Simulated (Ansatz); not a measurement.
Abridged Ansatz (a program for electronic structure) output:

```
Pseudopotential: B, paw, valence charge 3
Pseudopotential: Al, paw, valence charge 3
Pseudopotential: Ti, paw, valence charge 12
Crystal: 8 atoms, lattice volume = 115.212 Å³
Basis set: ecut = 420 eV, 2267 PW (Γ), exchange–correlation on 40×80×108 points (8 copies of the dense FFT grid, shifted against one another)
Bands: 38, of which v1, the nominal top of the filled ones, is band 30 counted from 1 (29 counted from 0)
Symmetry: 8 space group operations
k-points: 180 of 918
Functional: x = pbesol(κ = 0.804, μ = 0.12345679012345678), c = pbesol(β = 0.046)
SCF iter   1: F=—  HF=-11624.169771 eV  |F-HF|=—  |Δ(HF+E_count)|=         —  Δρ=6.59e-3  dr2=7.43e-2  ethr=1.77e-3  ⟨swp⟩=6.1  Hψ=29251  notcnv=0  defer=4
SCF iter   2: F=—  HF=-11624.157673 eV  |F-HF|=—  |Δ(HF+E_count)|=   1.21e-2  Δρ=3.56e-3  dr2=2.35e-2  ethr=1.24e-4  ⟨swp⟩=2.0  Hψ=9484  notcnv=0  defer=84
SCF 1 converged in 8 iterations: F = -11624.152761 eV  dr2 = 6.78e-10
SCF converged after 8 iterations
Free energy (F): -11624.152761 eV
Internal energy: -11624.097249 eV  (E = F + TS)
E sigma→0 (E₀):  -11624.125005 eV
Entropy (-TS):   -0.055512 eV (-6.939 meV/atom)
Fermi energy:    11.914124 eV
--- Forces (eV/Å), atoms counted from 1 ---
  atom   1  B      0.00000000     0.00000000     0.00000000
  atom   2  Al     0.00000000     0.00000000     0.00000000
  atom   3  Al    -0.00000000     0.00000000     0.00000000
  atom   4  Al    -0.00000000     0.00000000     0.00000000
  atom   5  Ti     0.00000000    -0.00016332    -0.00065652
  atom   6  Ti     0.00000000    -0.00016332     0.00065652
  atom   7  Ti     0.00000000     0.00016332    -0.00065652
  atom   8  Ti    -0.00000000     0.00016332     0.00065652
--- Stress (GPa, compression-positive) ---
       -0.011751       0.000000       0.000000
        0.000000      -0.002068       0.000000
        0.000000       0.000000      -0.012546
  P = ⅓ Tr σ = -0.0088 GPa (-0.088 kbar)
```

Task: What was computed, and what are the main results?

Result: Ti4Al3B, 8 atoms in the cell, with plane-wave PAW DFT at the PBEsol level (Ansatz, 420 eV), no SOC. The last SCF converged to F = -11624.152761 eV, or -1453.0191 eV per atom, at a pressure of -0.01 GPa. The total energy compares only with runs of the same code, potentials and settings.

These are small ordered cells, not random alloys; other orderings at the same x differ. Stability against distortions was not tested. All final runs are without spin polarisation. The cell was made from TiAl by this change: x(B) = 0.25, 8 atoms, Pmmm. Ti4Al3B has a high density of states at the Fermi level and may be magnetic at this level.
